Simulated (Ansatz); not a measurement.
Band structure of TiO2 (Pbca, 24 atoms in the cell).

```yaml
crystal:
  lattice:
    - [5.27579, 0.00000, 0.00000]
    - [0.00000, 9.42038, 0.00000]
    - [0.00000, 0.00000, 5.59341]
  atoms:
    - { symbol: Ti, position: [0.13791, 0.37103, 0.40258] }
    - { symbol: Ti, position: [0.86209, 0.62897, 0.59742] }
    - { symbol: Ti, position: [0.36209, 0.62897, 0.90258] }
    - { symbol: Ti, position: [0.63791, 0.37103, 0.09742] }
    - { symbol: Ti, position: [0.63791, 0.12897, 0.59742] }
    - { symbol: Ti, position: [0.36209, 0.87103, 0.40258] }
    - { symbol: Ti, position: [0.86209, 0.87103, 0.09742] }
    - { symbol: Ti, position: [0.13791, 0.12897, 0.90258] }
    - { symbol: O, position: [0.46471, 0.26971, 0.38999] }
    - { symbol: O, position: [0.53529, 0.73029, 0.61001] }
    - { symbol: O, position: [0.03529, 0.73029, 0.88999] }
    - { symbol: O, position: [0.96471, 0.26971, 0.11001] }
    - { symbol: O, position: [0.96471, 0.23029, 0.61001] }
    - { symbol: O, position: [0.03529, 0.76971, 0.38999] }
    - { symbol: O, position: [0.53529, 0.76971, 0.11001] }
    - { symbol: O, position: [0.46471, 0.23029, 0.88999] }
    - { symbol: O, position: [0.81663, 0.01048, 0.85119] }
    - { symbol: O, position: [0.18337, 0.98952, 0.14881] }
    - { symbol: O, position: [0.68337, 0.98952, 0.35119] }
    - { symbol: O, position: [0.31663, 0.01048, 0.64881] }
    - { symbol: O, position: [0.31663, 0.48952, 0.14881] }
    - { symbol: O, position: [0.68337, 0.51048, 0.85119] }
    - { symbol: O, position: [0.18337, 0.51048, 0.64881] }
    - { symbol: O, position: [0.81663, 0.48952, 0.35119] }
```

Computed with PBE, PAW files (plane waves; Ansatz, an electronic-structure program).

Settings: kpoints.mp_grid.grid = 3 2 3; hamiltonian.xc = pbe; hamiltonian.pseudopotentials = {kind: paw} (the program's default PAW files); scf.occupations.method = fermi_dirac; scf.occupations.width = 0.01 eV; kpoints.band_path.npoints = 10.

The starting cell comes from a database of computed structures (which also holds hypothetical and non-ambient phases and stackings), without a prior relaxation at this level. Its lattice was rescaled by a random factor within 2.5 % of one.

Problem. Predict the gap along the standard path and the places of the band edges.

Solution. The gap along the path is 2.11 eV, direct at Γ to within 0.01 eV.

Levels in eV from the top of the valence band on the path, bands 93 to 100:
```json
[
 {"point": "Γ", "93": "-0.48", "94": "-0.23", "95": "-0.16", "96": "0.00", "97": "2.11", "98": "2.46", "99": "2.58", "100": "2.59"},
 {"point": "X", "93": "-0.55", "94": "-0.55", "95": "-0.18", "96": "-0.18", "97": "2.36", "98": "2.36", "99": "2.59", "100": "2.59"},
 {"point": "S", "93": "-0.62", "94": "-0.62", "95": "-0.62", "96": "-0.62", "97": "2.64", "98": "2.64", "99": "2.64", "100": "2.64"},
 {"point": "Y", "93": "-0.58", "94": "-0.58", "95": "-0.56", "96": "-0.56", "97": "2.51", "98": "2.51", "99": "2.66", "100": "2.66"},
 {"point": "Z", "93": "-0.25", "94": "-0.25", "95": "-0.19", "96": "-0.19", "97": "2.26", "98": "2.26", "99": "2.53", "100": "2.53"},
 {"point": "U", "93": "-0.27", "94": "-0.27", "95": "-0.27", "96": "-0.27", "97": "2.46", "98": "2.46", "99": "2.46", "100": "2.46"},
 {"point": "R", "93": "-0.49", "94": "-0.49", "95": "-0.49", "96": "-0.49", "97": "2.69", "98": "2.69", "99": "2.69", "100": "2.69"},
 {"point": "T", "93": "-0.48", "94": "-0.48", "95": "-0.48", "96": "-0.48", "97": "2.62", "98": "2.62", "99": "2.62", "100": "2.62"}
]
```

Keys are those of Ansatz 0.2.
